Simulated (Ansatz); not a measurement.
System: As-vacancy pair (As on one host Si site, one Si site vacant) in silicon (charge state +1). These are PBE, PAW (plane waves to 420 eV; Ansatz, a first-principles code) values and carry that method's errors.

Cell of 216 host sites held at the relaxed PBE lattice; one k-point at (0.250, 0.250, 0.250); Fermi-Dirac width 0.01 eV, spin-restricted; finite-size errors left in. Static, classical nuclei. The charge state is imposed; whether it is stable for some Fermi level was not computed. Forms of the defect that were not tried may lie lower.

Barriers: single points on a 2×2×2 k-point mesh shifted by half a step at the bands' geometries (they differ from the bands' own by up to 0.14 eV, and are uncertain by about as much).

The step: direct exchange of As with the vacancy (As-vacancy distance between ideal sites 2.37 Å throughout); the atom moves 1.89 Å along (0.20, 0.20, 0.20) of the unit cell; the moving atom starts with neighbours 3 Si at 2.44 Å and ends with 3 Si at 2.44 Å.

Estimate the migration barrier of this step that PBE, PAW returns for this input.

0.84 eV, the same both ways. At the saddle the moving atom has neighbours 2 Si at 2.82, Si at 2.83, 2 Si at 2.85, Si at 2.86 Å. The program found a first-order saddle point.
